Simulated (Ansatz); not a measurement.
Start from Ag in the fcc (Cu type) structure (space group Fm-3m, No. 225; a = 4.1483 Å; relaxed with 0.1 eV smearing).

One thing is altered: an isotropic linear strain of +1.46 %; the atoms relax in the strained cell.

Levels (all Ansatz, a quantum-chemistry and plane-wave program, PAW): PBE (420 eV, no SOC); r2SCAN (500 eV, without spin-orbit coupling).

The geometry is relaxed with PBE.

```
Quantity         Value
------------  --------
PBE pressure  -3.5 GPa
```

**Question.** How does going to r2SCAN change the pressure?

**Answer.** The pressure decreases by 2.7 GPa (-3.5 GPa → -6.2 GPa).

Single points use the geometry relaxed with PBE. Their cutoffs differ, which shifts pressures a little. Stability against distortions was not tested.
